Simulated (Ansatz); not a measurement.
Base system: ZrO2 (space group P4_2/nmc, No. 137).

```
CELL_PARAMETERS angstrom
      3.62082     0.00000     0.00000
      0.00000     3.62082     0.00000
      0.00000     0.00000     5.28425
ATOMIC_POSITIONS crystal
  Zr 0.00000 0.00000 0.00000
  Zr 0.50000 0.50000 0.50000
  O  0.00000 0.50000 0.19251
  O  0.00000 0.50000 0.69251
  O  0.50000 0.00000 0.30749
  O  0.50000 0.00000 0.80749
```

Levels (all Ansatz, a quantum-chemistry and plane-wave program, PAW, earlier PAW set): PBE (420 eV, no spin-orbit coupling); HSE06 (420 eV, scalar-relativistic without spin-orbit coupling).

The geometry is relaxed with PBE.

- PBE lowest conduction level above the VBM at special points: Γ 4.04 eV; X 4.43 eV; R 4.51 eV

### Question
How does going to HSE06 change the lowest conduction level above the VBM at special points?

### Answer
The lowest conduction level above the VBM at special points goes from Γ 4.04 eV; X 4.43 eV; R 4.51 eV to Γ 5.68 eV; X 6.07 eV; R 6.18 eV.

Single points use the geometry relaxed with PBE. HSE06 gaps are upper bounds (no full band path). The levels and masses belong to the bands next to the band gap. No phonon test of stability was made. This is not the structure that ZrO2 has at room temperature and ambient pressure.
